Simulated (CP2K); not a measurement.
## Worked example: self-consistent single point of a (110) slab of Li (cut from a parent of space group no. 229; 3 atoms in the cell) in CP2K

Method: PBEsol, GPW, DZVP-MOLOPT-SR-GTH basis, GTH-PBE potentials (GTH_POTENTIALS) (CP2K 2026.2).

This input was run:

```
&GLOBAL
  PROJECT calc
  RUN_TYPE ENERGY_FORCE
  PRINT_LEVEL MEDIUM
&END GLOBAL
&FORCE_EVAL
  METHOD Quickstep
  STRESS_TENSOR ANALYTICAL
  &DFT
    BASIS_SET_FILE_NAME BASIS_MOLOPT
    POTENTIAL_FILE_NAME GTH_POTENTIALS
    &QS
      METHOD GPW
      EPS_DEFAULT 1E-11
    &END QS
    &MGRID
      CUTOFF 400
      REL_CUTOFF 60
      NGRIDS 4
    &END MGRID
    &SCF
      SCF_GUESS ATOMIC
      EPS_SCF 1E-7
      MAX_SCF 100
      ADDED_MOS 4
      &DIAGONALIZATION
        ALGORITHM STANDARD
      &END DIAGONALIZATION
      &MIXING
        METHOD BROYDEN_MIXING
        ALPHA 0.2
        NBUFFER 10
        BETA 1
      &END MIXING
      &SMEAR ON
        METHOD GAUSSIAN
        SIGMA [eV] 0.1
      &END SMEAR
    &END SCF
    &KPOINTS
      SCHEME MONKHORST-PACK 8 8 1
      GAMMA_CENTERED T
    &END KPOINTS
    &XC
      &XC_FUNCTIONAL
        &PBE
          PARAMETRIZATION PBESOL
        &END PBE
      &END XC_FUNCTIONAL
    &END XC
    &PRINT
      &MO
        EIGENVALUES T
        OCCUPATION_NUMBERS T
        NDIGITS 8
        FILENAME mo
        &EACH
          QS_SCF 0
        &END EACH
        ADD_LAST NUMERIC
      &END MO
      &MULLIKEN ON
      &END MULLIKEN
    &END PRINT
  &END DFT
  &SUBSYS
    &CELL
      ABC 3.03149600 4.95041260 18.95041200
      ALPHA_BETA_GAMMA 90.00000000 90.00000000 144.73561102
      PERIODIC XYZ
    &END CELL
    &COORD
      SCALED
      Li       0.00000000     0.00000000     0.36938500
      Li       1.00000000     0.50000000     0.50000000
      Li       0.00000000     0.00000000     0.63061500
    &END COORD
    &KIND Li
      BASIS_SET DZVP-MOLOPT-SR-GTH-q3
      POTENTIAL GTH-PBE-q3
    &END KIND
  &END SUBSYS
  &PRINT
    &FORCES ON
    &END FORCES
    &STRESS_TENSOR ON
    &END STRESS_TENSOR
  &END PRINT
&END FORCE_EVAL
```

Log, with long lists cut:

```
 GLOBAL| Method name                                                        CP2K
 GLOBAL| Project name                                                       calc
 GLOBAL| Run type                                                   ENERGY_FORCE

 CELL| Volume [angstrom^3]:                                           164.193673
 CELL| Vector a [angstrom]:       3.031     0.000     0.000   |a| =     3.031496
 CELL| Vector b [angstrom]:      -4.042     2.858     0.000   |b| =     4.950413
 CELL| Vector c [angstrom]:       0.000     0.000    18.950   |c| =    18.950412
 CELL| Angle (b,c), alpha [degree]:                                    90.000000
 CELL| Angle (a,c), beta  [degree]:                                    90.000000
 CELL| Angle (a,b), gamma [degree]:                                   144.735611
 CELL| Numerically orthorhombic:                                              NO
 CELL| Periodicity                                                           XYZ

 DFT| Spin restricted Kohn-Sham (RKS) calculation                            RKS
 DFT| Multiplicity                                                             2
 DFT| Number of spin states                                                    1
 DFT| Charge                                                                   0
 DFT| XC density smoothing                                                  NONE
 DFT| XC derivatives                                                          PW

 QS| Method:                                                                 GPW
 QS| Density plane wave grid type                        NON-SPHERICAL FULLSPACE
 QS| Number of grid levels:                                                    4
 QS| Density cutoff [a.u.]:                                                200.0
 QS| Multi grid cutoff [a.u.]: 1) grid level                               200.0
   [... lines left out ...]
 BRILLOUIN| Wavefunction type                                            COMPLEX
 BRILLOUIN| List of Kpoints [2 Pi/Bohr]                                       34
 BRILLOUIN| Number           Weight            X              Y              Z
 BRILLOUIN|     1           0.03125       -0.37500       -0.37500        0.00000
 BRILLOUIN|     2           0.03125       -0.37500       -0.25000        0.00000
 BRILLOUIN|     3           0.03125       -0.37500       -0.12500        0.00000
   [... 31 lines left out ...]
 *******************************************************************************

 Extrapolation method: initial_guess

 Re-scaling the density matrix to get the right number of electrons
                  # Electrons              Trace(P)               Scaling factor
                            9                 9.000                        1.000

 Number of electrons:                                                          9
 Number of occupied orbitals:                                                  5
 Number of molecular orbitals:                                                 9

 Number of orbital functions:                                                 18
 Number of independent orbital functions:                                     18
 SCF WAVEFUNCTION OPTIMIZATION

  Step     Update method      Time    Convergence         Total energy    Change
     1 NoMix/Diag. 0.20E+00      -     0.62871967       -22.2982778400 -2.23E+01
     2 Broy./Diag. 0.20E+00      -     0.10531671       -22.1875599322  1.11E-01
     3 Broy./Diag. 0.20E+00      -     0.21940827       -22.1834059268  4.15E-03
     4 Broy./Diag. 0.20E+00      -     0.00862868       -22.2025141249 -1.91E-02
     5 Broy./Diag. 0.20E+00      -     0.01084945       -22.2068064023 -4.29E-03
     6 Broy./Diag. 0.20E+00      -     0.03718449       -22.2044709520  2.34E-03
     7 Broy./Diag. 0.20E+00      -     0.00117822       -22.2116400935 -7.17E-03
   [... 15 lines left out ...]
    23 Broy./Diag. 0.20E+00      -     0.00000043       -22.2176119297 -1.68E-06
    24 Broy./Diag. 0.20E+00      -     0.00000051       -22.2176120005 -7.08E-08
    25 Broy./Diag. 0.20E+00      -     0.00000012       -22.2176116901  3.10E-07
    26 Broy./Diag. 0.20E+00      -     0.00000035       -22.2176116416  4.85E-08
    27 Broy./Diag. 0.20E+00      -     0.00000008       -22.2176117176 -7.59E-08
  *** SCF run converged in    27 steps ***

  Electronic density on regular grids:         -8.9999999999        0.0000000001
  Core density on regular grids:                8.9999999998       -0.0000000002
  Total charge density on r-space grids:       -0.0000000001
  Total charge density g-space grids:          -0.0000000001

  Overlap energy of the core charge distribution:               0.00000000000000
  Self energy of the core charge distribution:                -19.04139844473677
  Core Hamiltonian energy:                                      0.88229230670011
  Hartree energy:                                               1.21282348755370
  Exchange-correlation energy:                                 -5.27111884166206
  Smearing free energy correction:                             -0.00021022539518
  Fermi energy:                                                -0.06533830020104

  Total energy:                                               -22.21761171755201
  Total energy (extrapolated to sigma->0):                    -22.21750660485442

                     Mulliken Population Analysis

 #  Atom  Element  Kind  Atomic population                           Net charge
       1     Li       1          2.986884                              0.013116
       2     Li       1          3.026232                             -0.026232
       3     Li       1          2.986884                              0.013116
 # Total charge                              9.000000                 -0.000000

 ENERGY| Total FORCE_EVAL ( QS ) energy [hartree]            -22.217611776712996

 FORCES| Atomic forces [hartree/bohr]
 FORCES|   Atom     x               y               z               |f|
 FORCES|      1 -1.19921727E-15  5.89570564E-15  1.95124430E-03   1.95124430E-03
 FORCES|      2 -3.31768983E-16 -5.36443705E-16 -4.79301443E-14   4.79342944E-14
 FORCES|      3  5.40159251E-16 -6.43971022E-15 -1.95124430E-03   1.95124430E-03
 FORCES| Sum    -9.90827001E-16 -1.08044829E-15 -1.06216902E-13
 FORCES| Total atomic force                                       1.06227018E-13

 STRESS| Analytical stress tensor [bar]
 STRESS|                        x                   y                   z
 STRESS|      x        1.32744230072E+03  -3.26847069919E+03   1.05387394156E-09
 STRESS|      y       -3.26847069919E+03  -9.86035205780E+02  -8.26064719835E-09
 STRESS|      z        1.05387394156E-09  -8.26064719835E-09  -4.62392329622E+03
 STRESS| 1/3 Trace                                            -1.42750540043E+03
```

The run converged in 27 iterations.

The starting cell has typed, rounded lattice constants, without a prior relaxation at this level. The slab is cut from that crystal, and its faces are unrelaxed. Its lattice was rescaled by up to half a per cent. Values carry the incompleteness of an atom-centred basis. The potentials were made for another functional than the one used.

Cost on one core of a shared machine: roughly 60 s.
